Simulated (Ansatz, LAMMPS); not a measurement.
## Si well of 20 atomic layers along [001] in random Si0.8Ge0.2, interfaces one step of a layer

Cell 16.58 × 16.58 × 60.23 Å, Si715Ge77, 792 atoms. Prepared with Tersoff's 1989 multicomponent potential (SiCGe.tersoff) run with LAMMPS: minimisation. 

Method: PBE, support functions at accuracy medium on the grid of 370 eV (norm-conserving potentials; Ansatz, a first-principles code).

Basis: localised support functions (accuracy medium) on a full density matrix. k-points: zone centre alone; occupations: Fermi-Dirac, 0.010 eV; spin polarisation not allowed. Spin-orbit coupling is left out.

```json
{
  "Kohn-Sham gap of the cell on its k-mesh": "0.45 eV",
  "weight_of_the_highest_filled_level_on_the_well": "0.40",
  "weight_of_the_lowest_empty_level_on_the_well": "0.94",
  "coordination (neighbours within 2.854 Å)": "100.0 % 4-fold",
  "Ge-Ge bonds, mean ± spread": "2.465 ± 0.006 Å",
  "Ge-Si bonds, mean ± spread": "2.420 ± 0.005 Å",
  "Si-Si bonds, mean ± spread": "2.378 ± 0.004 Å",
  "bond angles, mean ± spread": "109.5° ± 0.8°",
  "pressure": "-0.82 GPa",
  "cost_of_the_final_run": "roughly 60 core-minutes, 17 SCF iterations, 16 GiB"
}
```
